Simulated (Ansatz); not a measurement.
Hf with two functionals

Consider Hf in the hcp (Mg type) structure (space group P6_3/mmc, No. 194; a = 3.204 Å, c = 5.069 Å).

(Cell as relaxed with PBE.)

Levels (all Ansatz, a first-principles code, PAW, earlier PAW set): PBE (420 eV, no spin-orbit coupling); r2SCAN (500 eV, spin-orbit coupling left out).

Each level relaxes its own structure.

| quantity | PBE | r2SCAN |
|---|---|---|
| volume per atom | 22.53 Å³ | 22.35 Å³ |
| lattice parameter a | 3.204 Å | 3.198 Å |
| lattice parameter c | 5.069 Å | 5.047 Å |
| band gap | zero | zero |

PBE's volume per atom lies 0.18 Å³ above r2SCAN's (0.8 %); PBE's lattice parameter a lies 0.006 Å above r2SCAN's (0.2 %); PBE's lattice parameter c lies 0.022 Å above r2SCAN's (0.4 %); the two agree on the band gap. Neither level is exact; r2SCAN is the comparison here, not a measurement.

Whether these cells are dynamically stable was not tested. All final runs are without spin polarisation.
